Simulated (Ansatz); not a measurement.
A one-dimensional MgSe body, 2 atoms a period, stretched and compressed along its axis from its relaxed period of 4.683 Å, atoms relaxed at each length.

```yaml
crystal:
  lattice:
    - [11.00000, 0.00000, 0.00000]
    - [0.00000, 11.00000, 0.00000]
    - [0.00000, 0.00000, 4.68318]
  atoms:
    - { symbol: Mg, position: [0.50000, 0.50000, 0.00000] }
    - { symbol: Se, position: [0.50000, 0.50000, 0.50000] }
```

Method: PBE (plane waves to 420 eV, PAW; Ansatz, a program for electronic structure). Mesh 1×1×62. No spin polarisation. Periodic along z alone, with about 11 Å of vacuum beside it. A hypothetical model. Symmetry and one short period hold its shape; lower forms weren't sought. Pairing along the axis, which can open a gap, is among the distortions not tried. Values not marked SOC lack spin–orbit coupling. Buckling under compression is shut out by symmetry and the short period. Energies are free energies at a Fermi–Dirac width of 0.02 eV, from the unstrained cell.

```json
[
 {"strain (%)": "-3.0", "energy (meV a period)": "+55", "axial force (nN)": "-1.33", "PBE gap (eV)": "2.62"},
 {"strain (%)": "-1.5", "energy (meV a period)": "+13", "axial force (nN)": "-0.62", "PBE gap (eV)": "2.42"},
 {"strain (%)": "0.0", "energy (meV a period)": "0", "axial force (nN)": "+0.01", "PBE gap (eV)": "2.23"},
 {"strain (%)": "+1.5", "energy (meV a period)": "+12", "axial force (nN)": "+0.55", "PBE gap (eV)": "2.04"},
 {"strain (%)": "+3.0", "energy (meV a period)": "+47", "axial force (nN)": "+1.02", "PBE gap (eV)": "1.84"}
]
```

The slope of the force at zero strain is 39 nN.
